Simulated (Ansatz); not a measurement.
CrBr2 (C2/m, No. 12; cell taken from a computed entry), treated with r²SCAN+rVV10 in Ansatz (plane waves, PAW).

Settings: plane-wave cutoff 500 eV, 12×12×6 k mesh (along the axes of the cell as run), Fermi–Dirac smearing 0.05 eV, spin-polarised start, scalar-relativistic PAW data made under PBE.

Cell (relaxed at this level):

```
CrBr2
1.0
    3.55280    -1.81996     0.04790
    3.55280     1.81996     0.04790
   -0.60689     0.00000     6.17945
Cr Br
1 2
Direct
  0.00000   0.00000   0.00000
  0.64909   0.64909   0.24297
  0.35091   0.35091   0.75703
```

Task: Predict the band gap.

Result: 
band gap: 0.77 eV (on the SCF k mesh)

Note: the magnetic order was assumed, not searched for or taken from measurement; the relaxation could not lower the start's symmetry, so the cell can be a saddle point above a distorted one.

Spin–orbit coupling is not included.

Static lattice: no zero-point or thermal effects.

Ansatz is a program for electronic structure.
